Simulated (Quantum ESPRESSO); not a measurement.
The steps of a band-structure calculation for Cr (Im-3m, 2 atoms in the cell) with Quantum ESPRESSO.

Method: PBE, PSlibrary ultrasoft (PBE) pseudopotentials (plane waves; Quantum ESPRESSO).

Step 1 (scf):

```fortran
&CONTROL
 calculation = 'scf'
 outdir = './tmp'
 pseudo_dir = './'
 verbosity = 'high'
 tprnfor = .true.
 tstress = .true.
/
&SYSTEM
 ibrav = 0
 nat = 2
 ntyp = 1
 ecutwfc = 55
 ecutrho = 495
 occupations = 'smearing'
 smearing = 'marzari-vanderbilt'
 degauss = 0.0147
 nbnd = 26
 nspin = 2
 starting_magnetization(1) = 0.214
/
&ELECTRONS
 conv_thr = 1.0e-11
 mixing_beta = 0.4
/
ATOMIC_SPECIES
Cr    51.9961  Cr.pbe-spn-rrkjus_psl.1.0.0.UPF
CELL_PARAMETERS {angstrom}
   2.962368000     0.000000000     0.000000000
   0.000000000     2.962368000     0.000000000
   0.000000000     0.000000000     2.962368000
ATOMIC_POSITIONS {crystal}
Cr    0.000000000    0.000000000    0.000000000
Cr    0.500000000    0.500000000    0.500000000
K_POINTS {automatic}
9 9 9  0 0 0
```

Step 2 (bands):

```fortran
&CONTROL
 calculation = 'bands'
 outdir = './tmp'
 pseudo_dir = './'
 verbosity = 'high'
/
&SYSTEM
 ibrav = 0
 nat = 2
 ntyp = 1
 ecutwfc = 55
 ecutrho = 495
 occupations = 'smearing'
 smearing = 'marzari-vanderbilt'
 degauss = 0.0147
 nbnd = 26
 nspin = 2
 starting_magnetization(1) = 0.214
/
&ELECTRONS
 conv_thr = 1.0e-11
 startingwfc = 'random'
 diago_thr_init = 1.0d-6
 diagonalization = 'cg'
/
ATOMIC_SPECIES
Cr    51.9961  Cr.pbe-spn-rrkjus_psl.1.0.0.UPF
CELL_PARAMETERS {angstrom}
   2.962368000     0.000000000     0.000000000
   0.000000000     2.962368000     0.000000000
   0.000000000     0.000000000     2.962368000
ATOMIC_POSITIONS {crystal}
Cr    0.000000000    0.000000000    0.000000000
Cr    0.500000000    0.500000000    0.500000000
K_POINTS {crystal_b}
8
  0.00000000   0.00000000   0.00000000  11  ! G
  0.00000000   0.50000000   0.00000000  11  ! X
  0.50000000   0.50000000   0.00000000  15  ! M
  0.00000000   0.00000000   0.00000000  18  ! G
  0.50000000   0.50000000   0.50000000  15  ! R
  0.00000000   0.50000000   0.00000000   1  ! X
  0.50000000   0.50000000   0.00000000  11  ! M
  0.50000000   0.50000000   0.50000000   1  ! R
```

Step 3 (bands.x):

```fortran
&BANDS
 outdir = './tmp'
 filband = 'bands.dat'
 lsym = .false.
/
```

Output of bands (abridged):

```
     file Cr.pbe-spn-rrkjus_psl.1.0.0.UPF: wavefunction(s)  3P renormalized

     Atomic positions and unit cell read from directory:
     ./tmp/pwscf.save/

     Found identity + (  0.5000  0.5000  0.5000) symmetry
     This is a supercell, fractional translations are disabled
     Message from routine setup:
     using ibrav=0 with symmetry is DISCOURAGED, use correct ibrav instead
     G-vector sticks info
     --------------------
   [... lines left out ...]
     unit-cell volume          =     175.4339 (a.u.)^3
     atomic species   magnetization
   [... lines left out ...]

   -54.8965 -54.6748 -26.2622 -26.2622 -26.2622 -25.8198 -25.8198 -25.8198
     9.5368  13.3417  13.3417  16.2404  16.2404  16.2404  18.0035  18.0035
    19.1070  19.1070  19.1070  26.6209  26.6209  26.6209  32.7002  32.7002
    37.8018  38.4258

          k = 0.0000 0.0455 0.0000 (  1217 PWs)   bands (ev):

   -54.8952 -54.6757 -26.2622 -26.2598 -26.2598 -25.8244 -25.8220 -25.8219
     9.5781  13.3625  13.3626  16.2384  16.2384  16.2537  17.9770  18.0133
    19.0554  19.0554  19.0911  26.3864  26.7144  26.7144  32.7048  32.8599
    37.9199  38.2513

   [... 81 blocks of this kind left out ...]

 ------ SPIN DOWN ----------

          k = 0.0000 0.0000 0.0000 (  1213 PWs)   bands (ev):

   -54.8965 -54.6747 -26.2622 -26.2622 -26.2622 -25.8198 -25.8198 -25.8198
     9.5369  13.3417  13.3417  16.2404  16.2404  16.2404  18.0035  18.0036
    19.1070  19.1070  19.1070  26.6209  26.6209  26.6209  32.7002  32.7002
    37.8019  38.4258

          k = 0.0000 0.0455 0.0000 (  1217 PWs)   bands (ev):

   -54.8952 -54.6757 -26.2622 -26.2598 -26.2598 -25.8244 -25.8220 -25.8219
     9.5781  13.3625  13.3626  16.2384  16.2384  16.2537  17.9770  18.0133
    19.0554  19.0554  19.0911  26.3864  26.7144  26.7144  32.7048  32.8599
    37.9200  38.2512

   [... 81 blocks of this kind left out ...]
```

Output of bands.x (abridged):

```
     Reading xml data from directory:

     ./tmp/pwscf.save/
     file Cr.pbe-spn-rrkjus_psl.1.0.0.UPF: wavefunction(s)  3P renormalized

     G-vector sticks info
     --------------------
     sticks:   dense  smooth     PW     G-vecs:    dense   smooth      PW
     Sum        1229     553    177                32531     9771    1743

     Reading collected, re-writing distributed wavefunctions
     high-symmetry point:  0.0000 0.0000 0.0000   x coordinate   0.0000
     high-symmetry point:  0.0000 0.5000 0.0000   x coordinate   0.5000
     high-symmetry point:  0.5000 0.5000 0.0000   x coordinate   1.0000
     high-symmetry point:  0.0000 0.0000 0.0000   x coordinate   1.7071
     high-symmetry point:  0.5000 0.5000 0.5000   x coordinate   2.5731
     high-symmetry point:  0.0000 0.5000 0.0000   x coordinate   3.2802
     high-symmetry point:  0.5000 0.5000 0.0000   x coordinate   3.2802
     high-symmetry point:  0.5000 0.5000 0.5000   x coordinate   3.7802

     Plottable bands (eV) written to file bands.dat.gnu
     Bands written to file bands.dat

   JOB DONE.
```

The starting cell comes from a database of computed structures (which also holds hypothetical and non-ambient phases and stackings), without a prior relaxation at this level. Its lattice was rescaled by a random factor within 2.5 % of one. The starting moments vanished: the run ended non-magnetic, which need not be the lowest state.
